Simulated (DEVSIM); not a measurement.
Device: Cr/SiON/p-InP capacitor, at 400 K.

Layer 1 from the left is SiON, thickness (nm) 4.10. Layer 2 from the left is InP, thickness (nm) 14000, Na (cm⁻³) 1.9e15.

Metal gate on the left, work function 4.5 eV. Fixed charge at the semiconductor interface -3.8e11 cm⁻² (in units of +e); no interface traps.

The device is made up for the run: typed textbook-type constants, with dimensions and the other settings drawn at random. Values at 300 K; Nc and Nv go as T^1.5, mobilities as T to minus their exponent, the gap by Varshni's rule with the affinity fixed.

SiON: gap (eV) 7, affinity (eV) 1.4, permittivity 5.5. InP: gap (eV) 1.344, affinity (eV) 4.38, permittivity 12.5, Nc (cm⁻³) 5.7e17, Nv (cm⁻³) 1.1e19, Varshni α (eV/K) 0.000363, Varshni β (K) 162.

Problem. Estimate by hand the flat-band voltage, the threshold voltage, and compare with a numerical solution.

Solution. 
- Flat-band voltage: C = 1.19 μF/cm², work-function difference -0.878 V; VFB = φms − qNf/C = -0.83 V; numerical -0.83 V.
- Threshold voltage: φF = 0.393 V, depletion charge √(4εqNφF) = 2.30e-8 C/cm²; VT = VFB + 2φF + Qd/C = -0.02 V; numerical -0.02 V.

Simulated with DEVSIM: 1D Poisson equation in equilibrium, Boltzmann statistics, complete ionisation; no quantum confinement or tunnelling. Metal contacts follow the ideal Schottky-Mott rule: no Fermi-level pinning, no interface dipoles.
